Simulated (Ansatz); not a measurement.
For CsCl-type LuPd, PBEsol (plane waves, PAW; Ansatz, a first-principles code) gives:

lattice parameter a: 3.390 Å
bulk modulus: 112 GPa
cohesive energy: 5.44 eV/atom

What does r²SCAN (Ansatz, PAW) give for the same quantities?


- lattice constant a: 3.418 Å (grows by 0.8 %)
- bulk modulus: 109 GPa (shrinks by 2.7 %)
- cohesive energy: 5.14 eV/atom (shrinks by 0.30 eV/atom)

For comparison: lattice constant a 3.422 Å (measured, temperature not stated, copied from a table, unchecked, not corrected to a static lattice; as tabulated in Physical Review, Serie 3. B - Condensed Matter (18,1978-) 35, 3576 (1987)).

Changes are worked out from the printed values.

Unless a cell is named, each level is at its own relaxed cell (PBEsol 19.47, r²SCAN 19.96 Å³/atom).

Levels without +SOC leave out spin–orbit coupling, which shifts energies and cells of such heavy elements.

The crystal itself was run without spin with PBEsol, r²SCAN; a magnetic state was not tried in these runs.

Caveats: the bulk modulus is −V dP/dV from two relaxed cells at ±2 % in volume (PBEsol, r²SCAN). Ansatz's density-functional and Hartree–Fock values are scalar-relativistic unless marked +SOC, with PAW data made under PBE.
